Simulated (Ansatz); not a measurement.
BP (model structure, started from the BN type, Pm-3n, No. 223, 12 atoms in the cell), treated with PBEsol (plane waves, PAW; Ansatz, a quantum-chemistry and plane-wave program).

Numerical settings: plane-wave cutoff 520 eV, 6×6×6 k mesh, Fermi–Dirac smearing 0.01 eV, scalar-relativistic PAW data made under PBE.

Cell (relaxed with PBEsol):

Space group Pm-3n (No. 223); a = b = c = 5.562 Å, α = β = γ = 90.00°

```
atom  site  symmetry       x       y       z
----  ----  --------  ------  ------  ------
B       6c     -4m.2  0.0000  0.5000  0.2500
P       6d     -4m.2  0.0000  0.2500  0.5000
```

Question: Estimate the band gap, smallest direct gap on the k points sampled and Γ–Γ gap that the calculation returns.

Answer: 
band gap: 0.52 eV (indirect)
smallest direct gap on the k points sampled: 0.96 eV
Γ–Γ gap: 1.20 eV

Note: the relaxation could raise the start's symmetry but not lower it, so the cell can be a saddle point.

Static lattice: no zero-point or thermal effects.

Computing time: very roughly 40 core-seconds.

A model structure was made by putting elements into a prototype or built by hand; it is no filed structure, need not be a known phase, and can be a saddle point held by its symmetry.
